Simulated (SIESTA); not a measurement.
## Short convergence ladders for TiCd (P4mm, 4 atoms in the cell)

```
CELL_PARAMETERS angstrom
      2.90254     0.00000     0.00000
      0.00000     2.90254     0.00000
      0.00000     0.00000     9.05925
ATOMIC_POSITIONS crystal
  Ti 0.00000 0.50000 0.39679
  Ti 0.50000 0.00000 0.60873
  Cd 0.00000 0.50000 0.86667
  Cd 0.50000 0.00000 0.13333
```

Base method: GGA PBEsol, numerical atomic orbitals DZP, PseudoDojo PBEsol standard norm-conserving potentials (rewritten from UPF to PSML) run with SIESTA.

Base settings: XC.functional = GGA; XC.authors = PBEsol; potentials = PseudoDojo PBEsol standard; PAO.BasisSize = DZP; PAO.EnergyShift = 0.01 Ry; MeshCutoff = 350 Ry; kgrid.MonkhorstPack = 5 5 2; OccupationFunction = FD; ElectronicTemperature = 0.1 eV; MaxSCFIterations = 150.

**The k-point mesh at a smearing width of 0.05 eV**

In this ladder: ElectronicTemperature = 0.05 eV.

The second cell is the first with its lattice scaled by 0.98.

Only quantities that move along the ladder and can be compared are tabulated.

| kgrid.MonkhorstPack | free energy less the last step's (meV/atom) | energy of the compressed cell less the first (meV/atom) | pressure (GPa) | largest difference of a force vector from the last step's (eV/Å) |
|---|---|---|---|---|
| 4 4 2 | -29.18 | -31.30 | -7.30 | 0.197 |
| 5 5 2 | 17.24 | -25.55 | -6.58 | 0.062 |
| 6 6 2 | 3.73 | -27.36 | -6.78 | 0.052 |
| 7 7 3 | -2.77 | -27.51 | -6.85 | 0.044 |
| 8 8 3 | 6.27 | -27.37 | -6.81 | 0.021 |
| 12 12 4 | -2.25 | -27.70 | -6.86 | 0.006 |
| 18 18 6 | -0.76 | -27.66 | -6.85 | 0.007 |
| 22 22 7 | 0.00 | -27.63 | -6.84 | 0.000 |

Coarsest kgrid.MonkhorstPack that holds the free energy within 5 meV/atom of the last step, with all finer ones: 12 12 4; the step before is off by 6.3 meV/atom.

Coarsest kgrid.MonkhorstPack that holds the pressure within 0.1 GPa of the last step, with all finer ones: 6 6 2; the step before is off by 0.27 GPa.

Coarsest kgrid.MonkhorstPack that holds the energy of the compressed cell less the first within 1 meV/atom of the last step, with all finer ones: 6 6 2; the step before is off by 2.1 meV/atom.

The energy difference between the two cells stays within 1 meV/atom of the last step's from 6 6 2 on, the total only from 18 18 6 on: much of the error is common to both cells and cancels.

**The width of Gaussian smearing**

In this ladder: kgrid.MonkhorstPack = 8 8 4; OccupationFunction = MP; OccupationMPOrder = 0.

Narrow widths need finer meshes than wide ones, so the last steps can hold mesh noise.

Only quantities that move along the ladder and can be compared are tabulated; pressure and forces are left out, as mesh noise rules them at narrow widths.

```csv
ElectronicTemperature,free energy less the last step's (meV/atom)
1 eV,-192.25
0.5 eV,-41.20
0.3 eV,-14.34
0.2 eV,-6.41
0.1 eV,-1.55
0.05 eV,0.00
```

Widest ElectronicTemperature that holds the free energy within 5 meV/atom of the last step, with all finer ones: 0.1 eV; the step before is off by 6.4 meV/atom.

On the base run: the starting cell comes from a database of computed structures (which also holds hypothetical and non-ambient phases and stackings), without a prior relaxation at this level. Its lattice was rescaled by up to half a per cent. One atom was moved a little off its site on purpose. Spin polarisation is off. Values carry the incompleteness of an atom-centred basis. In the base run, with a pressure of about -6 GPa the cell is away from its equilibrium volume at this level. Without a gap this mesh is coarse (it stands for a supercell whose shortest vector is 15 Å).

Left out of this page: 2 runs of the series outside the window shown, repeating another row's setting, or not comparable.
